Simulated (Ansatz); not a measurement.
The reference is WSe$_{2}$ in the 2H-MoS2 type structure (space group P6_3/mmc, No. 194; layered, stacked along the Cartesian z axis).

```
WSe2
1.0
    3.29952     0.00000     0.00000
   -1.64976     2.85747     0.00000
    0.00000     0.00000    13.14745
W Se
2 4
Direct
  0.33333   0.66667   0.25000
  0.66667   0.33333   0.75000
  0.33333   0.66667   0.62334
  0.66667   0.33333   0.12334
  0.66667   0.33333   0.37666
  0.33333   0.66667   0.87666
```

Cartesian axes are those of the cell as printed.

Level of theory: Ansatz (a first-principles code), r2SCAN+rVV10, PAW, cutoff 500 eV, no spin-orbit coupling, earlier PAW set.

Base values:

The gap character is indirect, Γ → k = (0.182, 0.182, 0) in the run's primitive reciprocal basis and the smallest direct gap comes out as 1.61 eV.

The change: biaxial strain +2.88 %, plane normal [001], relaxed out of plane (Cartesian); in-plane vectors clamped, the third vector and the atoms free.

Problem. Estimate the effect on the gap character.

Solution. The gap character changes from indirect, Γ → k = (0.182, 0.182, 0) in the run's primitive reciprocal basis to indirect, Γ → K.

Problem. How does this affect the smallest direct gap?

Solution. The smallest direct gap decreases by 0.327 eV, from 1.61 eV to 1.29 eV.

Problem. Predict the new out-of-plane strain.

Solution. The out-of-plane strain amounts to -1.27 %.

Spin-orbit coupling, missing from the scalar runs, can matter with W. Stability against distortions was not tested.
